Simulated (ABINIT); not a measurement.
ABINIT run on Ru (P6_3/mmc, 2 atoms in the cell): band-structure calculation.

Method: PBE, norm-conserving pseudopotentials (PseudoDojo nc-sr-05 PBE standard) (plane waves; ABINIT).

This input was run:

```
# Ru, PseudoDojo nc-sr-05 PBE standard
pp_dirpath "./"
pseudos "Ru.upf"
acell 2.7099999975 2.7099999975 4.2800000000 Angstrom
rprim
         0.5000000000   -0.8660254038    0.0000000000
         0.5000000000    0.8660254038    0.0000000000
         0.0000000000    0.0000000000    1.0000000000
natom 2
ntypat 1
znucl 44
typat 1 1
xcart
         2.5605788965    1.4783509152    2.0220069533
         2.5605788965   -1.4783509152    6.0660208600
ecut 42
ixc 11
occopt 3
tsmear 0.136 eV
nband 22
kptopt 1
ngkpt 9 9 5
nshiftk 1
shiftk 0 0 0
nstep 100
tolvrs1 1.0e-10
ndtset 2
prtden1 1
getden2 1
iscf2 -2
kptopt2 -7
ndivsm2 4
kptbounds2
       0.00000000  0.00000000  0.00000000  # G
       0.50000000  0.00000000  0.00000000  # M
       0.33333333  0.33333333  0.00000000  # K
       0.00000000  0.00000000  0.00000000  # G
       0.00000000  0.00000000  0.50000000  # A
       0.50000000  0.00000000  0.50000000  # L
       0.33333333  0.33333333  0.50000000  # H
       0.00000000  0.00000000  0.50000000  # A
nband2 26
nbdbuf2 2
tolwfr2 1.0e-12
prtwf 0
prtvol 1
enunit 2
```

Output (repeated stretches shortened):

```
--- !BeginCycle
solver: {iscf: 7, nstep: 100, nline: 4, wfoptalg: 0, }
tolerances: {tolvrs: 1.00E-10, }
...

     iter   Etot(hartree)      deltaE(h)  residm     vres2
 ETOT  1  -202.00544854364    -2.020E+02 1.937E-01 2.004E+02
 ETOT  2  -202.12546014943    -1.200E-01 4.209E-02 1.274E+02
 ETOT  3  -202.16549797590    -4.004E-02 7.511E-03 1.350E-02
 ETOT  4  -202.16552861533    -3.064E-05 1.701E-03 5.684E-04
 ETOT  5  -202.16552877790    -1.626E-07 6.094E-04 7.534E-06
 ETOT  6  -202.16552878055    -2.648E-09 4.482E-04 4.365E-07
 ETOT  7  -202.16552878070    -1.563E-10 7.423E-04 1.655E-09
 ETOT  8  -202.16552878070     3.979E-13 5.082E-04 7.915E-12
 At SCF step    8       vres2   =  7.92E-12 < tolvrs=  1.00E-10 =>converged.

 Cartesian components of stress tensor (hartree/bohr^3)
  sigma(1 1)= -1.43547790E-04  sigma(3 2)=  0.00000000E+00
  sigma(2 2)= -1.43547792E-04  sigma(3 1)=  0.00000000E+00
  sigma(3 3)= -1.41113892E-04  sigma(2 1)=  0.00000000E+00

 ----iterations are completed or convergence reached----

   [... lines left out ...]
 Fermi (or HOMO) energy (hartree) =   0.65150   Average Vxc (hartree)=  -0.53391
 Fermi (or HOMO) energy (eV) =  17.72810   Average Vxc (eV)= -14.52843
total_energy        : -2.02165528780703E+02
-Cartesian components of stress tensor (GPa)         [Pressure=  4.1995E+00 GPa]
 Unit cell volume ucvol=  1.8370018E+02 bohr^3
   [... lines left out ...]
  1.93E-13  9.45E-13  2.75E-13  9.60E-13  4.47E-13  5.28E-13  4.93E-13  7.92E-13
   [... 6 lines left out ...]
 Non-SCF case, kpt   43 (  0.00000  0.00000  0.50000), residuals and eigenvalues=
  2.55E-13  6.67E-13  1.36E-13  7.35E-13  2.95E-13  3.75E-13  7.79E-14  2.06E-13
  8.72E-14  2.06E-13  5.14E-13  4.65E-13  2.91E-13  4.84E-13  4.48E-13  9.60E-13
  6.49E-13  4.13E-13  2.51E-13  8.82E-13  4.88E-13  4.48E-13  6.91E-13  8.91E-13
   [... 6 lines left out ...]

 scprqt:  WARNING -
  nstep=  100 was not enough non-SCF iterations to converge;
  maximum residual=  5.278E-12 exceeds tolwfr=  1.000E-12

 ----iterations are completed or convergence reached----

 reduced coordinates (array xred) for    2 atoms
       0.333333331147      0.666666664480      0.249999997808
       0.666666664480      0.333333331147      0.749999997808

 Calculation completed.
```

The run ended unconverged in one of its stages. 

The starting cell has typed, rounded lattice constants, without a prior relaxation at this level.
